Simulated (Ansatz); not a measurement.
Cost and result by functional for the adsorption energy of H on the 1x1 (0001) surface of hcp Os, one in a 2x2 cell, started at the site 'hollow Os-Os-Os', in Ansatz (plane waves, PAW). Single points on the PBE structure, on one kind of machine; costs are rough ratios of the slab run's core time (references not counted) to the cheapest single point. r2SCAN's cost holds its higher cutoff (500 against 420 eV). Differences are taken against r2SCAN for comparison alone: no measured value is at hand, so the table doesn't rank accuracy.

Slab: 17 atoms, 6.4 Å thick at the start under the adsorbate (thin: gaps and levels are the slab's own); k 6x6x1, smearing 0.1 eV, dipole-corrected; 8 atoms held, the rest relaxed; held to the start's symmetry, so lower structures may exist; no spin, no spin-orbit, no U, no dispersion correction. At the end it is bonded to 3 Os. In PBE it is, or lies within 0.03 eV of, the lowest of the starts that converged. These notes are the PBE run's. Adsorption energies are against ½ H2(g). A negative adsorption energy means that the adsorbate is more stable on the surface than in its reference.

| functional | relative cost | adsorption energy (eV) | less r2SCAN (eV) |
|---|---|---|---|
| RPBE | 1 | -0.37 | 0.22 |
| r2SCAN | 2 | -0.59 | 0.00 |
| PBE (the relaxed run's value) | – | -0.53 | 0.06 |

The values span 0.22 eV, while the single points' costs differ by a factor of roughly 2. Differences are of unrounded values.

Ansatz is a first-principles code.
